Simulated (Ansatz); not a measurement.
# Fermi-surface data of Au (Fm-3m)

Here is the system:

```
CELL_PARAMETERS angstrom
      0.00000     2.04133     2.04133
      2.04133     0.00000     2.04133
      2.04133     2.04133     0.00000
ATOMIC_POSITIONS crystal
  Au 0.00000 0.00000 0.00000
```

Calculation: r2SCAN, rigid bands (plane waves, PAW, scalar-relativistic; Ansatz, a program for electronic structure). Condition of this run: functional r2SCAN on the same cell. Geometry: cell and atoms relaxed with PBEsol.

```
Item                                                              Result
------------------------------------  ----------------------------------
density of states at the Fermi level  0.264 states/(eV·cell), both spins
bare Sommerfeld coefficient                    0.62 mJ/(mol of atoms·K²)
Drude plasma energy                                               9.3 eV
root-mean-square Fermi velocity                                1.5e6 m/s
resistivity times τ                                     5.7 ×10⁻²² Ω·m·s
resistivity times mean free path                         8.4 ×10⁻¹⁶ Ω·m²
```

A metal at this level (no band gap); rigid bands, thermally averaged at 300 K, both spins. Spin-orbit coupling is left out, which matters with elements this heavy. τ is one relaxation time for all states; the product of resistivity and mean free path takes one path for all states instead.
